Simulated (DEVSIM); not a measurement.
Structure: abrupt Si p-n junction, at 300 K.

| layer (left to right) | material | thickness (μm) | Nd (cm⁻³) | Na (cm⁻³) | τn (s) | τp (s) |
|---|---|---|---|---|---|---|
| 1 | Si | 0.290 | - | 9.5e17 | 0.00077 | 0.00077 |
| 2 | Si | 38.0 | 8.7e17 | - | 0.00077 | 0.00077 |

Left contact: ohmic. Right contact: ohmic. Voltage is applied to the left contact. Recombination: SRH at mid-gap. Mobility is constant in doping.

The device is made up for the run: typed textbook-type constants, with dimensions and the other settings drawn at random. Values at 300 K; Nc and Nv go as T^1.5, mobilities as T to minus their exponent, the gap by Varshni's rule with the affinity fixed.

| parameter | Si |
|---|---|
| gap (eV) | 1.124 |
| affinity (eV) | 4.05 |
| permittivity | 11.7 |
| Nc (cm⁻³) | 2.86e19 |
| Nv (cm⁻³) | 3.1e19 |
| μn (cm²/Vs) | 1417 |
| μp (cm²/Vs) | 470 |
| T exponent of μn | 2.3 |
| T exponent of μp | 2.2 |
| Varshni α (eV/K) | 0.000473 |
| Varshni β (K) | 636 |

Simulated with DEVSIM: 1D drift-diffusion, Boltzmann statistics, complete ionisation; no tunnelling, impact ionisation, image-force lowering or self-heating.

The temperature was swept, all else fixed.

```
temperature (K)  dark forward voltage at 1 A/cm² (V)  potential step across the device at zero bias (V)  largest field in the device at zero bias (V/cm)  dark forward voltage at 100 A/cm² (V)
---------------  -----------------------------------  -------------------------------------------------  -----------------------------------------------  -------------------------------------
250                                            0.731                                              0.998                                           370000                                  0.833
300                                            0.630                                              0.944                                           350000                                  0.751
350                                            0.526                                              0.886                                           340000                                  0.669
400                                            0.421                                              0.826                                           330000                                  0.584
450                                            0.313                                              0.764                                           310000                                  0.497
500                                              [?]                                              0.699                                           290000                                    [?]
```

Problem. Fill in the missing entries.

Solution. 
- 500, dark forward voltage at 1 A/cm² (V): 0.205
- 500, dark forward voltage at 100 A/cm² (V): 0.410
